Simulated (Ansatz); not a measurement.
LiC₆ (space group P6/mmm, No. 191; a cell from a computed database, its experimental status unchecked)

LiC₆ is taken in the hexagonal space group P6/mmm (No. 191), Pearson symbol hP7. Conventional cell: a = b = 4.309 Å, c = 3.664 Å, α = β = 90.00°, γ = 120.00°. Li on 1a has 12 C at 2.329 Å. C on 6k is coordinated by 3 C at 1.434–1.438 Å and 2 Li at 2.329 Å. (Neighbours: up to the widest gap in distance over summed covalent radii, below 1.35, at either atom; cation-cation and far metal-metal contacts left out.)

All numbers come from PBEsol, PAW, 420 eV (Ansatz, an electronic-structure program; spin-orbit coupling left out). Γ-centred 13×13×13 mesh, Fermi–Dirac width 0.05 eV.

| Quantity | Result |
|---|---|
| Volume per atom | 8.42 Å³ |
| Density | 2.23 g/cm³ |
| Band gap | zero |
| Total energy | -240.486 eV/atom (σ→0; compares only within this code and set-up) |

Whether these cells are dynamically stable was not tested. All final runs are without spin polarisation. An odd electron count without spin: LiC6.
